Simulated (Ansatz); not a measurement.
An ideal cubic perovskite cell is held by its symmetry; such compounds can tilt or shift off centre at room temperature. The starting structures come from a database of crystals and need not be the phases stable at ambient conditions.

# Evanescent states of AlBiO3 (Pm-3m, cubic perovskite, not sure to be the ambient phase, 5 atoms a cell, 10.7 Å³ an atom, -2 GPa at this level) along the normal of (001)

Calculation: PBEsol (plane waves, PAW; Ansatz, a first-principles code).

The gap is the functional's own. No spin-orbit coupling. Mid-gap values are interpolated on the energy grid.

Energies count from the valence-band top; κ is the least over a 8×8 mesh across the current.

| E (eV) | κ (1/Å) | where |
|---|---|---|
| 0.04 | 0.100 | off Γ |
| 0.14 | 0.130 | Γ |
| 0.23 | 0.134 | Γ |
| 0.32 | 0.137 | Γ |
| 0.41 | 0.139 | Γ |
| 0.49 | 0.140 | Γ |
| 0.58 | 0.139 | Γ |
| 0.68 | 0.137 | Γ |
| 0.77 | 0.134 | Γ |
| 0.85 | 0.129 | Γ |
| 0.94 | 0.123 | Γ |
| 1.03 | 0.116 | Γ |
| 1.12 | 0.107 | Γ |
| 1.22 | 0.096 | Γ |
| 1.30 | 0.081 | Γ |
| 1.40 | 0.061 | Γ |
| 1.49 | 0.025 | Γ |

How thick must the barrier be to attenuate the transmission by 10^4 when the electrodes' Fermi level lies at 0.94 eV, and what attenuation does that film give at 0.85 eV?

d = 4 ln 10 / (2 × 0.123) = 37.4 Å. At 0.85 eV it gives 4 × 0.129/0.123 = 4.2 decades.
